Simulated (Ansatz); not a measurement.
The reference is BeSe in the zinc blende structure (space group F-43m, No. 216).

```yaml
crystal:
  lattice:
    - [0.00000, 2.58878, 2.58878]
    - [2.58878, 0.00000, 2.58878]
    - [2.58878, 2.58878, 0.00000]
  atoms:
    - { symbol: Be, position: [0.00000, 0.00000, 0.00000] }
    - { symbol: Se, position: [0.25000, 0.25000, 0.25000] }
```

Level of theory: PBE in Ansatz (plane waves to 420 eV, PAW, no SOC).

Strains are applied to the cell and any free atomic positions relax.

One change was made to it. Results:

The pressure shrinks by 5.61 GPa (0.01 GPa → -5.60 GPa); the mean gap deformation potential ΔEg/Δln V amounts to +1.9 eV; the energy grows by 30 meV/atom.

Question: Which change produced these results?
A. isotropic strain +3.00 %
B. isotropic strain +1.00 %
C. isotropic strain −0.50 %

Answer: A, isotropic strain +3.00 %. For comparison, the energy relative to the base in the other runs: isotropic strain +1.00 % gives +3.5 meV/atom; isotropic strain −0.50 % gives +0.9 meV/atom.

Whether these cells are dynamically stable was not tested.

Ansatz is an electronic-structure program.
